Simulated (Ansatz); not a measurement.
## Hypothetical I4_132 C: response to strain

The reference is C (space group I4_132, No. 214; a = 4.105 Å; a hypothetical phase, not in the database extracts checked; relaxed with 0.1 eV smearing).

Strains are applied to the cell and any free atomic positions relax.

Calculations: PBEsol (Ansatz, a quantum-chemistry and plane-wave program; PAW; 420 eV plane waves; without spin-orbit coupling).

| isotropic strain (%) | pressure (GPa) |
|---|---|
| -2.8 | 26.1 |
| 0 | 0.0 |
| 0.94 | -7.0 |
| 1.01 | -7.5 |
| 1.48 | ? |
| 1.66 | -11.9 |
| 4.74 | -28.3 |

### Question
Fit P = P₀ − Bδ + Cδ² with δ = (1 + ε)³ − 1 to the rows shown and predict the withheld row.

### Answer
Least squares on the printed values gives P₀ = 0.3 GPa, B = 272 GPa, C = 538 GPa (largest residual 0.3 GPa); this predicts -10.9 GPa, and the run gives -10.7 GPa, 0.2 higher.

Stability against distortions was not tested.
